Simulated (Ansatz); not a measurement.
Consider GaN in the zinc blende structure (space group F-43m, No. 216; a = 4.498 Å).

Calculations: r2SCAN (Ansatz, a first-principles code; PAW; 500 eV plane waves; no SOC), earlier PAW set.

Before the change:

| Property | Result |
|---|---|
| Lattice parameter a | 449.8 pm |
| Smallest direct gap | 2.17 eV |

One thing is altered: P takes the place of N on all its sites, then cell and atoms are relaxed.

Tabulated Pauling electronegativity and covalent radius: N 3.04, 0.71 Å; P 2.19, 1.07 Å.

Q: What happens to the lattice parameter a and smallest direct gap?

A: The lattice parameter a goes up by 95.35 pm to 545.2 pm; the smallest direct gap increases by 0.19 eV, from 2.17 eV to 2.36 eV.

No phonon test of stability was made. This is not the structure that GaN has at room temperature and ambient pressure.
